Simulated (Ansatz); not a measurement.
A computed series for Bi2Se3: carrier doping

The reference is Bi₂Se₃ (space group R-3m, No. 166; a = 4.144 Å, c = 28.448 Å (hexagonal axes)).

Carriers are added at fixed cell with a uniform background; the Fermi–Dirac width is that of 300 K.

Levels (all Ansatz, a program for electronic structure, PAW): PBE-D3(BJ) (420 eV, spin-orbit coupling left out); r2SCAN+rVV10 (500 eV, spin-orbit coupling left out).

The base cell above is that of PBE-D3(BJ); each level relaxes its own structures.

Notes on the quantities. Fermi level from band edge: Fermi level relative to the doped band's edge (positive inside the band; to 0.05 eV).

| case | Fermi level from band edge, PBE-D3(BJ) | Fermi level from band edge, r2SCAN+rVV10 |
|---|---|---|
| electrons 5.0×10^21 cm⁻³ | +1.05 eV | +1.05 eV |
| electrons 1.0×10^22 cm⁻³ | +1.20 eV | +1.15 eV |
| holes 2.0×10^21 cm⁻³ | +0.50 eV | +0.45 eV |
| holes 1.0×10^22 cm⁻³ | +0.80 eV | +0.75 eV |

The two levels differ by at most about 0.05 eV. They put the cases in the same order.

Carriers are added with a uniform compensating background; total energy and stress of such cells depend on the potential's zero and are not compared; many-body gap narrowing is missing at this level. Stability against distortions was not tested.
